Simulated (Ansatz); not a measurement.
Consider ZrC in the rock salt structure (space group Fm-3m, No. 225; a = 4.669 Å; relaxed with 0.1 eV smearing). Axes: x, y, z lie along the cube axes.

The values are results of PBEsol (Ansatz, a program for electronic structure; PAW; 420 eV plane waves; no spin-orbit coupling), not measurements.

Strains are applied to the cell and any free atomic positions relax.

One change was made to it. Results:

```tsv
quantity	base	after
pressure (mean of the normal stresses, compression positive)	0.0 GPa	0.1 GPa
energy relative to the base (free energy F)	0 meV/atom	+9.9 meV/atom
band gap	zero	zero
```

Task: Which of these changes matches the shifts?
A) tensor shear ε_xy = +1.14 %
B) tensor shear ε_xy = +1.71 %
C) tensor shear ε_xy = +2.00 %

Result: C, tensor shear ε_xy = +2.00 %. For comparison, the energy relative to the base in the other runs: tensor shear ε_xy = +1.71 % gives +7.2 meV/atom; tensor shear ε_xy = +1.14 % gives +3.2 meV/atom.

No phonon test of stability was made. The final runs are not spin-polarised.
